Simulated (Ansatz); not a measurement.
We look at the energy of the reaction as written. Reaction: cell B → cell A. A negative value means that the right-hand side lies lower.

Cell A: a sheet of composition Re, 1 atom, square cell of 2.44 Å (6.0 Å²), symmetry P4/mmm, 0.0 Å thick under 16 Å of vacuum, in-plane vectors relaxed; planes from bottom to top: Re; a model cell; spin state with PBE: no moments, k-point mesh 24×24×1.
```xyz
1
Lattice="2.4420 0.0000 0.0000 0.0000 2.4420 0.0000 0.0000 0.0000 16.0000" Properties=species:S:1:pos:R:3 pbc="T T T"
Re     0.0000     0.0000     8.0000
```

Cell B: a sheet of composition Re, 1 atom, hexagonal cell of 2.58 Å (5.7 Å²), symmetry P6/mmm, 0.0 Å thick under 16 Å of vacuum, in-plane vectors relaxed; planes from bottom to top: Re; a model cell; spin state with PBE: no moments, k-point mesh 30×30×1.
```
CELL_PARAMETERS angstrom
      2.57557     0.00000     0.00000
     -1.28779     2.23051     0.00000
      0.00000     0.00000    16.00000
ATOMIC_POSITIONS crystal
  Re 0.00000 0.00000 0.50000
```

All numbers come from Ansatz (a program for electronic structure), plane waves with PAW, its default PAW set, cutoff 420 eV. The structures are at rest with PBE. Neutral cells; Fermi-Dirac smearing of at most 0.10 eV in the solids, energies taken to zero width. A dispersion term (D3(BJ), or D4 for r2SCAN) was computed beside these levels and is taken off wherever the name lacks it. Nuclei at rest; no vibrational terms. The runs are scalar-relativistic, without spin-orbit coupling. Cell A has symmetry P4/mmm and got no random move, so less symmetric positions, which may lie lower, weren't tried. Cell B has symmetry P6/mmm and got no random move, so less symmetric positions, which may lie lower, weren't tried.

Question: Give the value at the level PBE.

Answer: 0.33 eV, for cell B → cell A.
